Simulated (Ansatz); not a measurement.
Start from AlRu in the CsCl type structure (space group Pm-3m, No. 221; a = 2.983 Å; relaxed with 0.1 eV smearing). Axes: x, y, z lie along the cube axes.

Computed with DFT with r2SCAN, PAW potentials and a 500 eV plane-wave cutoff in Ansatz (a quantum-chemistry and plane-wave program), no spin-orbit coupling.

Now apply this change: an isotropic linear strain of −3.00 %, atoms relaxed at fixed cell.

### Question
Predict the stress tensor and what it implies for the stiffness.

### Answer
Stress of the strained cell less that of the base (GPa, compression positive):
```
   24.5     0.0     0.0
    0.0    24.5     0.0
    0.0     0.0    24.5
```

Then B = −ΔP/(ΔV/V₀) with ΔV/V₀ = -0.0873 gives secant stiffness values (nonlinear terms included at this strain): B ≈ 281 GPa.

As a check, the harmonic strain energy −½ V₀ Δσ:ε is 91 meV/atom; the computed energy rise is 82 meV/atom.

Stability against distortions was not tested. All final runs are without spin polarisation.
